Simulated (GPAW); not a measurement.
Input and output of a self-consistent single point for ScZnPd (P1, 6 atoms in the cell) (GPAW).

Computed with PBEsol, GPAW PAW datasets PBEsol (made by gpaw-setup) (plane waves; GPAW).

The change in words: atoms moved at random. Reference geometry:
```yaml
crystal:
  lattice:
    - [2.14653, -4.55886, 0.00000]
    - [2.14653, 4.55886, 0.00000]
    - [0.00000, 0.00000, 5.25138]
  atoms:
    - { symbol: Sc, position: [0.70683, 0.29317, 0.75000] }
    - { symbol: Sc, position: [0.29317, 0.70683, 0.25000] }
    - { symbol: Zn, position: [0.00000, 0.00000, 0.00000] }
    - { symbol: Zn, position: [0.00000, 0.00000, 0.50000] }
    - { symbol: Pd, position: [0.40354, 0.59646, 0.75000] }
    - { symbol: Pd, position: [0.59646, 0.40354, 0.25000] }
```

Reference input (self-consistent single point, DFT PBEsol, plane waves, GPAW PAW datasets PBEsol (made by gpaw-setup)): mode = pw; ecut = 800 eV; xc = PBEsol; kpts = 5 5 4; mesh shift (steps) = 0 0 0; occupations.name = methfessel-paxton; occupations.width = 0.05 eV; occupations.order = 0; nbands = -12; convergence.density = 1e-05 e/electron; convergence.energy = 1e-05 eV/electron; symmetry.symmorphic = false. This run's input differs from it in these lines:

```diff
@@ -8,8 +8,8 @@
                     [0.000000, 0.000000, 5.251380]],
-              scaled_positions=[[0.706830, 0.293170, 0.750000],
-                                [0.293170, 0.706830, 0.250000],
-                                [0.000000, 0.000000, 0.000000],
-                                [0.000000, 0.000000, 0.500000],
-                                [0.403540, 0.596460, 0.750000],
-                                [0.596460, 0.403540, 0.250000]],
+              scaled_positions=[[0.693621, 0.299262, 0.745974],
+                                [0.289059, 0.699994, 0.247240],
+                                [-0.011860, -0.005126, -0.015607],
+                                [-0.001577, -0.010441, 0.503291],
+                                [0.416437, 0.605679, 0.761919],
+                                [0.614320, 0.410632, 0.257182]],
               pbc=True)
```

Log, with long lists cut:

```
     iter     time        total  log10-change:
                         energy   eigst   dens
iter:   1 --:--:--   -34.838357
iter:   2 --:--:--   -30.034090   -0.07  -1.12
iter:   3 --:--:--   -27.587551   -0.48  -1.28
iter:   4 --:--:--   -27.343879   -0.51  -1.46
iter:   5 --:--:--   -27.402194   -1.06  -1.69
   [... 3 lines left out ...]
iter:   9 --:--:--   -26.762798   -2.91  -2.53
iter:  10 --:--:--   -26.756019   -2.78  -2.70
iter:  11 --:--:--   -26.755310   -3.26  -2.97
iter:  12 --:--:--   -26.755139   -3.65  -3.16
iter:  13 --:--:--   -26.754774c  -4.21  -3.24
iter:  14 --:--:--   -26.754348   -4.25  -3.30
iter:  15 --:--:--   -26.754323c  -4.53  -3.51
iter:  16 --:--:--   -26.754419c  -4.88  -3.56
iter:  17 --:--:--   -26.754405c  -5.40  -3.64
iter:  18 --:--:--   -26.754366c  -5.56  -3.64
iter:  19 --:--:--   -26.754303c  -5.17  -3.66
   [... 2 lines left out ...]
iter:  22 --:--:--   -26.754280c  -6.08  -4.04
iter:  23 --:--:--   -26.754277c  -6.41  -4.22
iter:  24 --:--:--   -26.754276c  -6.47  -4.47
iter:  25 --:--:--   -26.754273c  -7.02  -4.73
iter:  26 --:--:--   -26.754272c  -7.45c -4.97
iter:  27 --:--:--   -26.754273c  -7.86c -5.12c
Converged after 27 iterations.

Dipole moment: (0.900087, 0.328423, 1.789782) |e|*Ang

Energy contributions relative to reference atoms: (reference = -413494.882846)

Kinetic:        -18.240958
Potential:       +9.494003
External:        +0.000000
XC:             -17.970337
Entropy (-ST):   -0.005030
Local:           -0.034466
SIC:             +0.000000
--------------------------
Free energy:    -26.756788
Extrapolated:   -26.754273

Showing only first 2 kpts
 Kpt  Band  Eigenvalues  Occupancy
  0    37      6.94794    2.00000
  0    38      7.12638    2.00000
  0    39      7.58057    0.03549
  0    40      8.28959    0.00000

  1    37      7.23865    2.00000
  1    38      7.48277    1.49284
  1    39      7.57304    0.05876
  1    40      8.40008    0.00000

Fermi level: 7.50622

No gap
   [... lines left out ...]
  0 Sc    0.09146   -0.67365    0.18131
  1 Sc    0.20013    0.06900    0.16257
  2 Zn    0.49856   -0.21513    0.70985
  3 Zn    0.36994    0.15889   -0.25863
  4 Pd   -0.63413    0.37702   -0.46221
  5 Pd   -0.52648    0.28352   -0.33218

Stress tensor:
     0.010327     0.001787    -0.002304
     0.001787     0.018486    -0.000061
    -0.002304    -0.000061     0.008720
Stress (GPa, Voigt): [ 1.6546  2.9617  1.397  -0.0098 -0.3691  0.2863]
```

The run converged in 27 iterations. GPAW prints stress with tension positive. Against the reference run the free energy rises by 25.1 meV/atom, the pressure goes from -2.87 to -2.00 GPa and the largest force goes from 0.088 to 0.894 eV/Å.

The starting cell comes from a database of computed structures (which also holds hypothetical and non-ambient phases and stackings), without a prior relaxation at this level. For this run, on top of that: atoms moved at random. Spin polarisation is off.

Cost on one core of a shared machine: roughly 6 min.
